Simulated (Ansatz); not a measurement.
Consider the energy change on adding O to slab B from O2 (gas). Reaction: cell B + 1/2 O2 (gas) → cell A. A negative value means that the right-hand side lies lower.

Cell A: a layer of MoS2 (R3m), 75 atoms, hexagonal cell of 15.77 Å (215.3 Å²), symmetry P3m1 within 0.02 Å, 3.3 Å thick under 16 Å of vacuum, in-plane vectors held at the crystal's; planes from bottom to top: S25 | Mo25 | O | S24; added, foreign or displaced atoms, within the planes: O bound to 3 Mo at 2.06 Å; the host is a cell whose start was taken from, or built on, an entry of a structure database, and that this text hasn't matched to a measured one; against B it holds O more, on a cell with 25 atoms a plane; spin state with PBE: run without spin, k-point mesh 2×2×1.
```xyz
75
Lattice="15.7656 0.0000 0.0000 -7.8828 13.6534 0.0000 0.0000 0.0000 18.9555" Properties=species:S:1:pos:R:3 pbc="T T T"
S      1.5815     0.9081     7.9248
Mo     0.0050     1.8239     9.4871
S      1.5843     0.9238    11.0573
S     -0.0026     3.6394     7.9106
Mo    -1.5711     4.5537     9.4871
S      0.0213     3.6532    11.0443
S     -1.5759     6.3769     7.9248
Mo    -3.1531     7.2818     9.4977
S     -1.5609     6.3715    11.0573
S     -3.1531     9.1040     7.9344
Mo    -4.7316    10.0114     9.5012
S     -3.1531     9.0992    11.0693
S     -4.7282    11.8321     7.9344
Mo    -6.3063    12.7432     9.4977
S     -4.7323    11.8345    11.0693
S      4.7297     0.9041     7.9228
Mo     3.1621     1.8325     9.4837
S      4.7297     0.9262    11.0595
S      3.1639     3.6348     7.8904
Mo     1.5905     4.5592     9.4583
S      3.1917     3.6970    11.0211
S      1.5766     6.3840     7.8904
Mo     0.0149     7.2836     9.4837
S      1.6444     6.3770    11.0211
S     -0.0053     9.1054     7.9228
Mo    -1.5746    10.0114     9.5012
S      0.0138     9.0943    11.0595
S     -1.5780    11.8321     7.9344
Mo    -3.1531    12.7454     9.5012
S     -1.5739    11.8345    11.0693
S      7.8779     0.9081     7.9248
Mo     6.2973     1.8325     9.4837
S      7.8751     0.9238    11.0573
S      6.2955     3.6348     7.8904
Mo     4.7297     4.6216     9.4109
S      6.2677     3.6970    11.0211
S      4.7297     6.3716     7.7486
Mo     3.2141     7.2466     9.4109
S      3.1425     9.0960     7.8904
Mo     1.5825     9.9987     9.4837
S      3.1824     9.0409    11.0211
S      1.5723    11.8297     7.9248
Mo     0.0001    12.7432     9.4977
S      1.5845    11.8195    11.0573
S     11.0344     0.9093     7.9230
Mo     9.4544     1.8239     9.4871
S     11.0331     0.9086    11.0542
S      9.4620     3.6394     7.9106
Mo     7.8689     4.5592     9.4583
S      9.4380     3.6532    11.0443
S      7.8827     6.3840     7.8904
Mo     6.2452     7.2466     9.4109
S      7.8150     6.3770    11.0211
S      6.3169     9.0960     7.8904
Mo     4.7297     9.9965     9.4583
S      6.2770     9.0409    11.0211
S      4.7297    11.8360     7.9106
Mo     3.1537    12.7372     9.4871
S      4.7297    11.8083    11.0443
S     14.1907     0.9093     7.9230
Mo    12.6125     1.8205     9.4892
S     14.1919     0.9086    11.0542
S     12.6125     3.6427     7.9230
Mo    11.0304     4.5537     9.4871
S     12.6125     3.6442    11.0542
S     11.0353     6.3769     7.9248
Mo     9.4445     7.2836     9.4837
S     11.0203     6.3715    11.0573
S      9.4647     9.1054     7.9228
Mo     7.8769     9.9987     9.4837
S      9.4455     9.0943    11.0595
S      7.8871    11.8297     7.9248
Mo     6.3057    12.7372     9.4871
S      7.8749    11.8195    11.0573
O      4.7297     6.3716    10.5007
```

Cell B: a layer of MoS2 (R3m), 74 atoms, hexagonal cell of 15.77 Å (215.3 Å²), symmetry P3m1 within 0.02 Å, 3.3 Å thick under 16 Å of vacuum, in-plane vectors held at the crystal's; planes from bottom to top: S25 | Mo25 | S24; S missing from the crystal's sites; the host is a cell whose start was taken from, or built on, an entry of a structure database, and that this text hasn't matched to a measured one; spin state with PBE: run without spin, k-point mesh 2×2×1.
```xyz
74
Lattice="15.7656 0.0000 0.0000 -7.8828 13.6534 0.0000 0.0000 0.0000 18.9555" Properties=species:S:1:pos:R:3 pbc="T T T"
S      1.5843     0.9051     7.9288
Mo     0.0071     1.8242     9.4876
S      1.5831     0.9285    11.0627
S      0.0000     3.6409     7.9115
Mo    -1.5698     4.5554     9.4876
S      0.0320     3.6594    11.0359
S     -1.5771     6.3809     7.9288
Mo    -3.1531     7.2810     9.5059
S     -1.5575     6.3681    11.0627
S     -3.1531     9.1054     7.9464
Mo    -4.7327    10.0108     9.5132
S     -3.1531     9.0973    11.0805
S     -4.7270    11.8314     7.9464
Mo    -6.3070    12.7436     9.5059
S     -4.7340    11.8355    11.0805
S      4.7297     0.9030     7.9323
Mo     3.1616     1.8356     9.4871
S      4.7297     0.9315    11.0666
S      3.1752     3.6333     7.8753
Mo     1.6069     4.5686     9.4454
S      3.1973     3.7225    11.0127
S      1.5810     6.3945     7.8753
Mo     0.0173     7.2816     9.4871
S      1.6693     6.3691    11.0127
S     -0.0063     9.1059     7.9323
Mo    -1.5735    10.0108     9.5132
S      0.0184     9.0917    11.0666
S     -1.5793    11.8314     7.9464
Mo    -3.1531    12.7467     9.5132
S     -1.5723    11.8355    11.0805
S      7.8751     0.9051     7.9288
Mo     6.2978     1.8356     9.4871
S      7.8763     0.9285    11.0627
S      6.2842     3.6333     7.8753
Mo     4.7297     4.6091     9.4015
S      6.2620     3.7225    11.0127
S      4.7297     6.3716     7.8160
Mo     3.2033     7.2529     9.4015
S      3.1355     9.0870     7.8753
Mo     1.5854     9.9976     9.4871
S      3.2016     9.0232    11.0127
S      1.5683    11.8288     7.9288
Mo     0.0007    12.7436     9.5059
S      1.5891    11.8182    11.0627
S     11.0328     0.9084     7.9233
Mo     9.4523     1.8242     9.4876
S     11.0331     0.9086    11.0528
S      9.4594     3.6409     7.9115
Mo     7.8525     4.5686     9.4454
S      9.4274     3.6594    11.0359
S      7.8783     6.3945     7.8753
Mo     6.2561     7.2529     9.4015
S      7.7901     6.3691    11.0127
S      6.3239     9.0870     7.8753
Mo     4.7297     9.9775     9.4454
S      6.2577     9.0232    11.0127
S      4.7297    11.8330     7.9115
Mo     3.1528    12.7352     9.4876
S      4.7297    11.7961    11.0359
S     14.1922     0.9084     7.9233
Mo    12.6125     1.8205     9.4876
S     14.1919     0.9086    11.0528
S     12.6125     3.6445     7.9233
Mo    11.0292     4.5554     9.4876
S     12.6125     3.6442    11.0528
S     11.0365     6.3809     7.9288
Mo     9.4421     7.2816     9.4871
S     11.0168     6.3681    11.0627
S      9.4656     9.1059     7.9323
Mo     7.8740     9.9976     9.4871
S      9.4410     9.0917    11.0666
S      7.8911    11.8288     7.9288
Mo     6.3066    12.7352     9.4876
S      7.8703    11.8182    11.0627
```

Reference: an isolated O2 molecule (triplet) in a box of 11 × 11 × 13 Å.

Plane-wave PAW calculations with Ansatz (a first-principles code), its default PAW set, cutoff 420 eV, 500 eV for r2SCAN. The structures are at rest with PBE+D3(BJ), within the held lattices; other levels are single points on them. HSE06 runs on coarser k-point meshes, mended by the PBE difference between the two meshes. Neutral cells; Fermi-Dirac smearing of at most 0.05 eV in the solids, energies taken to zero width. The lattices are those relaxed with PBE+D3(BJ), so at other levels the solids can be strained, which adds to the spread. Larger cells are relaxed from a start prepared with the learned potential CHGNet, on a coarser mesh till forces fall under 0.03 eV/Å, which some starts already meet. A dispersion term (D3(BJ), or D4 for r2SCAN) was computed beside these levels and is taken off wherever the name lacks it. The PAW files were made for PBE and serve at the other functionals too. Space groups of crystals are read within 0.01 Å. No zero-point or thermal terms. Cells are local rest points, mostly with their start's symmetry. No Hubbard U is applied. No correction for cell size. Cell A has symmetry P3m1 within 0.02 Å and got no random move, so less symmetric positions, which may lie lower, weren't tried. Cell B has symmetry P3m1 within 0.02 Å and got no random move, so less symmetric positions, which may lie lower, weren't tried.

### Question
Give the value at the level HSE06.

### Answer
-3.94 eV, for cell B + 1/2 O2 (gas) → cell A.

### Question
List the value at the remaining levels and say how far they part.

### Answer
| Method | value (eV) | less HSE06 |
|---|---|---|
| PBE | -3.86 | 0.08 |
| PBE+D3(BJ) | -4.06 | -0.12 |
| r2SCAN | -4.17 | -0.23 |
| r2SCAN+D4 | -4.27 | -0.33 |

The levels shown span 0.41 eV, from r2SCAN+D4 (-4.27) to PBE (-3.86).
